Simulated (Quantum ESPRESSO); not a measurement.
# Convergence test for SrTl₂ (P6_3/mmc, 6 atoms in the cell)

```yaml
crystal:
  lattice:
    - [5.11963, 0.00000, 0.00000]
    - [-2.55981, 4.43373, 0.00000]
    - [0.00000, 0.00000, 8.34055]
  atoms:
    - { symbol: Sr, position: [0.00000, 0.00000, 0.25000] }
    - { symbol: Sr, position: [0.00000, 0.00000, 0.75000] }
    - { symbol: Tl, position: [0.33333, 0.66667, 0.45134] }
    - { symbol: Tl, position: [0.66667, 0.33333, 0.54866] }
    - { symbol: Tl, position: [0.66667, 0.33333, 0.95134] }
    - { symbol: Tl, position: [0.33333, 0.66667, 0.04866] }
```

Computed with PBEsol, GBRV 1.5 ultrasoft (PBESOL) pseudopotentials (plane waves; Quantum ESPRESSO 7.5).

The starting cell comes from a database of computed structures (which also holds hypothetical and non-ambient phases and stackings), without a prior relaxation at this level.

Held fixed: ecutwfc = 40 Ry; ecutrho = 200 Ry; occupations = smearing; smearing = gaussian; degauss = 0.0073499 Ry; potentials = {Sr: sr_pbesol_v1.uspp.F.UPF, Tl: tl_pbesol_v1.2.uspp.F.UPF}; K_POINTS = automatic 6 6 3 0 0 0; conv_thr = 1e-11 Ry; mixing_beta = 0.4.

ΔF is the free energy per atom less that of the last row (100).

| nbnd | ΔF (meV/atom) | pressure (GPa) | largest force (eV/Å) | bands | iterations |
|---|---|---|---|---|---|
| 36 | 7.6 | -2.12 | 0.008 | 36 | 22 |
| 37 | 0.00 | -1.87 | 0.012 | 37 | 13 |
| 38 | 0.00 | -1.87 | 0.012 | 38 | 18 |
| 40 | 0.00 | -1.87 | 0.012 | 40 | 17 |
| 44 | 0.00 | -1.87 | 0.012 | 44 | 14 |
| 52 | 0.00 | -1.87 | 0.012 | 52 | 13 |
| 68 | 0.00 | -1.87 | 0.012 | 68 | 12 |
| 100 | 0.00 | -1.87 | 0.012 | 100 | 12 |

Pressure within 0.2 GPa of the last row: from nbnd = 37 on; the one before it is off by 0.26 GPa. The value it settles on is -1.9 GPa at this level of theory and with the other settings as held.
